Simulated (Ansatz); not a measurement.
How a calculation on Ga (P1, 6 atoms in the cell) responds to its settings

```xyz
6
Lattice="-2.9924 2.9924 2.9924 2.9924 -2.9924 2.9924 2.9924 2.9924 -2.9924" Properties=species:S:1:pos:R:3 pbc="T T T"
Ga     2.2397     2.9651    -1.4919
Ga    -1.4759     2.2582     2.9789
Ga     0.7571     2.9922     1.4928
Ga     1.4980     0.7786     3.0233
Ga     2.9795    -1.5154     2.2207
Ga     2.9789     1.4985     0.7534
```

Base run A: LDA (PW92), default PAW files made with PBE (Ansatz, a quantum-chemistry and plane-wave program), self-consistent single point.

Its settings: kpoints.mp_grid.grid = 5 5 5; hamiltonian.xc = lda; hamiltonian.pseudopotentials = {kind: paw} (the program's default PAW files); scf.occupations.method = gaussian; scf.occupations.width = 0.01 Ry.

The starting cell comes from a database of computed structures (which also holds hypothetical and non-ambient phases and stackings), without a prior relaxation at this level. Its atoms were displaced at random from the sites of space group no. 220. In the base run, with a pressure of about -3 GPa the cell is away from its equilibrium volume at this level. Ansatz's pressure includes its estimate of the finite-basis (Pulay) stress.

ΔF is the free energy per atom less that of run A. 

Run A gave: pressure (GPa) -3.28; largest force (eV/Å) 0.160; iterations 9.

Runs:
- B: scf.mixing.algorithm, scf.mixing.beta = broyden, 0.02
- C: scf.mixing.algorithm, scf.mixing.beta = broyden, 0.05
- D: scf.mixing.algorithm, scf.mixing.beta = broyden, 0.1
- E: scf.mixing.algorithm, scf.mixing.beta = broyden, 0.2
- F: scf.mixing.algorithm, scf.mixing.beta = broyden, 0.3
- G: scf.mixing.algorithm, scf.mixing.beta = broyden, 0.5
- H: scf.mixing.algorithm, scf.mixing.beta = broyden, 0.7
- I: scf.mixing.algorithm, scf.mixing.beta = broyden, 0.9
- J: scf.mixing.algorithm, scf.mixing.beta = broyden, 1

Q: Which runs reach the base run's state, and which is quickest in iterations?

A: Runs B, C, D, E, F, G, H, I, J gave the same state as A (within 1 meV/atom). The fewest iterations to that state were 8 (H, I, J); the most were 14.

```tsv
run	ΔF (meV/atom)	pressure (GPa)	largest force (eV/Å)	iterations
A	0.00	-3.28	0.160	9
B	0.00	-3.28	0.160	14
C	0.00	-3.28	0.160	12
D	0.00	-3.28	0.160	13
E	0.00	-3.28	0.160	12
F	0.00	-3.28	0.160	9
G	0.00	-3.28	0.160	9
H	0.00	-3.28	0.160	8
I	0.00	-3.28	0.160	8
J	0.00	-3.28	0.160	8
```

Keys are those of Ansatz 0.2.
